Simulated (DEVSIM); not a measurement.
Structure: Schottky contact on p-type Si, at 400 K.

Layer 1 from the left is Si, thickness (μm) 0.670, Na (cm⁻³) 3.5e16, τn (s) 3.8e-7, τp (s) 3.8e-7. Layer 2 from the left is Si, thickness (μm) 23.0, Na (cm⁻³) 1.8e18, τn (s) 3.8e-7, τp (s) 3.8e-7.

Left contact: Schottky, work function 4.754 eV, emission velocity 2.6e6 cm/s. Right contact: ohmic. Voltage is applied to the left contact. Recombination: SRH at mid-gap. Gap narrowing is on: ΔEg = 6.92 meV × (l + √(l² + 0.5)), l = ln(N/1.3e17 cm⁻³), shared equally by both band edges. Mobility is constant in doping.

Constants are typed, rounded textbook-type inputs, not results; the design itself was drawn at random and stands for no fabricated device. Values at 300 K; Nc and Nv go as T^1.5, mobilities as T to minus their exponent, the gap by Varshni's rule with the affinity fixed.

Si: gap (eV) 1.124, affinity (eV) 4.05, permittivity 11.7, Nc (cm⁻³) 2.86e19, Nv (cm⁻³) 3.1e19, μn (cm²/Vs) 1417, μp (cm²/Vs) 470, T exponent of μn 2.3, T exponent of μp 2.2, Varshni α (eV/K) 0.000473, Varshni β (K) 636.

DEVSIM, 1D drift-diffusion, Boltzmann statistics, complete ionisation; no tunnelling, impact ionisation, image-force lowering or self-heating. Metal contacts follow the ideal Schottky-Mott rule: no Fermi-level pinning, no interface dipoles.

Q: What does the simulation give for the potential step across the device at zero bias?

A: potential step across the device at zero bias 0.261 V.
